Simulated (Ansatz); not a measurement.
Input and report of a finite-temperature phonon run in Ansatz (PBEsol). The cell is fixed at its relaxed static size. Melting and transitions to other phases are not modelled.

Ansatz 0.2 input:
```yaml
crystal:
  lattice:
    - [4.0523132961, 0.0, 0.0]
    - [0.0, 4.0523132961, 0.0]
    - [0.0, 0.0, 4.0523132961]
  atoms:
    - { symbol: K, position: [0.0, 0.0, 0.0] }
    - { symbol: Zn, position: [0.5, 0.5, 0.5] }
    - { symbol: F, position: [0.0, 0.5, 0.5] }
    - { symbol: F, position: [0.5, 0.5, 0.0] }
    - { symbol: F, position: [0.5, 0.0, 0.5] }
kpoints:
  mp_grid: { grid: [6, 6, 6] }
hamiltonian:
  xc: pbesol
  pseudopotentials: { kind: paw }
scf:
  occupations: { method: fixed }
phonons:
  supercell: [2, 2, 2]
  self_consistent:
    temperatures: [300, 600]
    max_frequency_error: 3.0
    max_frames: 240
checkpoint:
  write: run
output:
  stress: true
```

```
--- Phonons at temperature: the self-consistent harmonic approximation ---
  24 frames of 40 atoms (2×2×2 cells), in populations of 8, 8 at 600 K and 8 at 300 K: nothing lacks frames
  of 24 their SCF's own steps read whether they stand on a minimum of the electronic energy; no probe, look outside the group or whole filling of a shell is made of a frame, whatever scf.lower_state_search; one on another minimum than the …
  at 300 K
    the largest error of a frequency is 0.16 times what was asked for; the fitted model misses 2.1 % of the forces, every mode counted alike and far frames for less, of frames that it was not fitted to; the frames count as 8.0 of this …
    softest of the free energy's second derivatives: 68.59 ± 0.77 cm⁻¹ at q 0.5000 0.5000 0.5000; not told ahead of this temperature's last population
    the crystal stands in this phase at this temperature, as far as these wave vectors tell
    the ions' mean positions are those at rest
    free energy -7202.679747 ± 0.000085 eV a cell, of which vibrations -0.026714; entropy 138.951 ± 0.054 J/(mol·K) of cells
      by the supercell's own 117 modes alone, which lack the rigid motions: not to be laid beside figures on a mesh. There are none: the force constants hold no dipole–dipole term between the supercell's wave vectors
      the supercell's own free energy is the best Gaussian's, an upper bound on the crystal's: what lies beyond it on the fitted surface stands below, to be added
    pressure 1.3526 ± 0.0187 GPa; at rest 0.0040, so that the ions' motion makes +1.3486
      stress (GPa, positive in compression): xx 1.3526 ± 0.0187, yy 1.3526 ± 0.0187, zz 1.3526 ± 0.0187, yz 0.0000 ± 0.0000, xz 0.0000 ± 0.0000, xy -0.0000 ± 0.0000
      by the supercell's own 117 modes alone, which lack the rigid motions: in the warmth about 1/40 of what the motion makes, which no ± holds; not to be laid beside figures on a mesh
    beyond the Gaussian, in the hollow that it stands in and those that the ions reach from there, by exact statistics on the surface that is fitted to the frames (rings of 6 beads):
      free energy -0.006563 ± 0.000186 eV a cell
      leaving out a pair of frames, or group of many, changes the fitted energy by up to 0.04 k_B T, T the rings' temperature (one standard deviation); of these ± those of the frequencies lack the bias that few frames leave, and those of …
      pressure -0.0088 ± 0.0087 GPa; with it, by the rings' own mean, 1.3436 ± 0.0123, so that the ions' motion makes +1.3396: by the supercell's own 117 modes alone, as the Gaussian's
      mean square displacement, over the three axes, of site 3 from 0, F, the most changed: 0.04730 ± 0.00029 Å², of which +0.00643 beyond the Gaussian's
      softest frequency by how far the rings' centres move (above zero always: no sign of whether the crystal stands): 69.87 ± 0.42 cm⁻¹ at q 0.5000 0.5000 0.5000
    frequencies (cm⁻¹; below zero: imaginary; ±: error) of the harmonic crystal, of the Gaussian, of the free energy's second derivatives, each in its own ascending order
      q 0.0000 0.0000 0.0000
           118.44      136.56 ±  0.38      132.10 ±  0.43
           118.44      136.56 ±  0.38      132.10 ±  0.43
           118.44      136.56 ±  0.38      132.10 ±  0.43
           145.38      160.32 ±  0.23      153.38 ±  0.43
           145.38      160.32 ±  0.23      153.38 ±  0.43
           145.38      160.32 ±  0.23      153.38 ±  0.43
           178.21      187.76 ±  0.18      182.44 ±  0.67
           178.21      187.76 ±  0.18      182.44 ±  0.67
           178.21      187.76 ±  0.18      182.44 ±  0.67
           412.31      417.21 ±  0.59      405.38 ±  0.89
           412.31      417.21 ±  0.59      405.38 ±  0.89
           412.31      417.21 ±  0.59      405.38 ±  0.89
      q 0.0000 0.0000 0.5000, and 2 like it
            87.30       93.16 ±  0.10       89.36 ±  0.22
            87.30       93.16 ±  0.10       89.36 ±  0.22
           100.92      113.71 ±  0.07      107.67 ±  0.20
           100.92      113.71 ±  0.07      107.67 ±  0.20
           148.28      160.27 ±  0.25      151.93 ±  1.33
           156.02      169.86 ±  0.21      161.61 ±  0.73
           163.93      179.14 ±  0.07      172.79 ±  0.16
           163.93      179.14 ±  0.07      172.79 ±  0.16
           169.30      179.15 ±  0.05      173.08 ±  0.38
           169.30      179.15 ±  0.05      173.08 ±  0.38
           181.88      189.01 ±  0.31      181.19 ±  0.41
           292.41      296.45 ±  0.17      290.24 ±  0.80
           408.45      412.96 ±  0.22      400.30 ±  0.36
           408.45      412.96 ±  0.22      400.30 ±  0.36
           439.93      441.48 ±  0.76      428.47 ±  2.34
      q 0.0000 0.5000 0.5000, and 2 like it
            46.53       81.58 ±  0.45       70.23 ±  0.87
            99.61      115.91 ±  0.22      105.80 ±  0.50
           111.54      122.77 ±  0.24      115.81 ±  0.30
           111.54      124.43 ±  0.17      115.81 ±  0.30
           122.49      124.43 ±  0.17      121.28 ±  0.24
           165.52      178.29 ±  0.14      171.76 ±  0.21
           165.52      178.29 ±  0.14      171.76 ±  0.21
           166.69      180.48 ±  0.11      173.66 ±  0.29
           166.69      180.48 ±  0.11      173.66 ±  0.29
           250.37      258.83 ±  0.19      252.78 ±  0.35
           257.83      258.83 ±  0.19      252.78 ±  0.35
           257.83      259.88 ±  0.24      254.08 ±  0.34
           265.80      273.36 ±  0.42      257.14 ±  0.73
           404.33      408.71 ±  0.38      395.22 ±  0.49
           486.77      487.88 ±  0.35      476.40 ±  1.31
      q 0.5000 0.5000 0.5000
            41.28       78.89 ±  0.40       68.59 ±  0.77
            41.28       78.89 ±  0.40       68.59 ±  0.77
            41.28       78.89 ±  0.40       68.59 ±  0.77
```

Ansatz is a quantum-chemistry and plane-wave program.
